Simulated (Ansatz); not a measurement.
We look at the energy of one form of CdSe over another. The value is E(A) − E(B), in meV per atom.

A: CdSe (zinc blende, F-43m), 2 atoms in the cell, k-point mesh 10×10×10 on the run's own vectors.
CdSe is taken in the cubic space group F-43m (No. 216), the zinc blende structure, Pearson symbol cF8. Conventional cell: a = 6.197 Å, b = 6.197 Å, c = 6.197 Å, α = 90.00°, β = 90.00°, γ = 90.00°. Cd on 4a has 4 Se at 2.683 Å (tetrahedral). Se on 4c sees 4 Cd at 2.683 Å (tetrahedral). (Neighbours: up to the widest gap in distance over summed covalent radii, below 1.35, at either atom; cation-cation and far metal-metal contacts left out.)
(The calculation used a cell of 2 atoms; values per cell refer to that cell.)

B: CdSe (wurtzite, P6₃mc), 4 atoms in the cell, k-point mesh 12×12×6 on the run's own vectors.
```
CELL_PARAMETERS angstrom
      4.38297     0.00000     0.00000
     -2.19149     3.79577     0.00000
      0.00000     0.00000     7.15529
ATOMIC_POSITIONS crystal
  Cd 0.66667 0.33333 0.99965
  Cd 0.33333 0.66667 0.49965
  Se 0.66667 0.33333 0.37535
  Se 0.33333 0.66667 0.87535
```

Plane-wave PAW calculations with Ansatz (a first-principles code), its default PAW set, cutoff 420 eV, 500 eV for r2SCAN. The structures are at rest with PBE; other levels are single points on them. HSE06 runs on coarser k-point meshes, mended by the PBE difference between the two meshes. Neutral cells; Fermi-Dirac smearing of at most 0.05 eV in the solids, energies taken to zero width. The lattices are those relaxed with PBE, so at other levels the solids can be strained, which adds to the spread. A dispersion term (D3(BJ), or D4 for r2SCAN) was computed beside these levels and is taken off wherever the name lacks it. No zero-point or thermal terms.

Predict the value from r2SCAN.

0 meV/atom for A less B, too close to call.

How does the value move with the functional?


```
Functional  value (meV/atom)  less r2SCAN
----------  ----------------  -----------
HSE06                      0            0
```

The levels span only 0 meV/atom, too little to tell them apart.
